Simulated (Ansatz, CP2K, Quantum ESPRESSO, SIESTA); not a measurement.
LaCO (P1, 6 atoms in the cell) computed with different codes at matched settings

Self-consistent single point, at a second geometry (atoms moved at random). First geometry:

```xyz
6
Lattice="3.5456 -2.0056 0.0000 3.5456 2.0056 0.0000 -0.6803 0.0000 7.3358" Properties=species:S:1:pos:R:3 pbc="T T T"
La     2.0449     0.0000     2.1454
La     4.3660     0.0000     5.1904
C     -0.3521     0.0000     6.7979
C      6.7629     0.0000     0.5379
O      4.3700     0.0000     2.7825
O      2.0409     0.0000     4.5533
```

Second geometry:
```xyz
6
Lattice="3.5456 -2.0056 0.0000 3.5456 2.0056 0.0000 -0.6803 0.0000 7.3358" Properties=species:S:1:pos:R:3 pbc="T T T"
La     2.0509    -0.0287     2.1009
La     4.3093     0.0429     5.1993
C     -0.3268    -0.0252     6.8573
C      6.7757    -0.0178     0.5358
O      4.4344     0.0233     2.7991
O      1.9890     0.0056     4.5150
```

Shared settings, as Ansatz (an electronic-structure program) writes them: kpoints.mp_grid.grid = 7 7 4; scf.occupations.method = fermi_dirac; scf.occupations.width = 0.05 eV. Potentials and cutoffs stand in the table.

```tsv
code	model	ΔF from the first geometry (meV/atom)	pressure (GPa)	largest force (eV/Å)	gap on the mesh (eV)	cutoff
SIESTA	GGA PBEsol, numerical atomic orbitals DZP, PseudoDojo PBEsol standard norm-conserving potentials (rewritten from UPF to PSML)	45.5	1.82	6.922	2.993	grid 300 Ry
CP2K	PBEsol, GPW, DZVP-MOLOPT-SR-GTH basis, GTH-PBE potentials (GTH_POTENTIALS)	29.7	-0.40	4.487	2.891	grid 500 Ry
Ansatz	PBEsol, PAW files made with PBE	26.5	-2.06	3.898	2.869	default
Quantum ESPRESSO	PBEsol, GBRV 1.5 ultrasoft (PBESOL) pseudopotentials	28.9	-1.46	4.308	2.885	40 Ry
```

Size of the force on each atom (eV/Å): Sizes of forces hide their directions.

```
code                La1    La2     C3     C4     O5     O6
----------------  -----  -----  -----  -----  -----  -----
SIESTA            0.591  0.504  6.922  6.775  0.691  0.458
CP2K              0.609  0.529  4.487  4.344  0.617  0.488
Ansatz            0.762  0.702  3.898  3.765  0.505  0.423
Quantum ESPRESSO  0.745  0.682  4.308  4.175  0.518  0.429
```

Gaps are read on the mesh.

The spread over the programs that give each value: ΔF from the first geometry within 19.0 meV/atom; pressure within 3.88 GPa; largest force within 3.024 eV/Å; gap on the mesh within 0.124 eV.

SIESTA and CP2K use small atom-centred bases, whose incompleteness enters pressures, forces and empty levels differently from a plane-wave cutoff. Ansatz's pressure is given at a fixed set of plane waves, as the other plane-wave codes print theirs; with its correction for the finite basis it is -1.85 GPa (the shift of 0.21 GPa shows how far the cutoff is from converged). In the pressure, SIESTA (by 3.58) and CP2K (by 1.36) lie more than 1 GPa from the median of the plane-wave programs.

The starting cell comes from a database of computed structures (which also holds hypothetical and non-ambient phases and stackings), without a prior relaxation at this level. For this run, on top of that: atoms moved at random.

Keys are those of Ansatz 0.2.
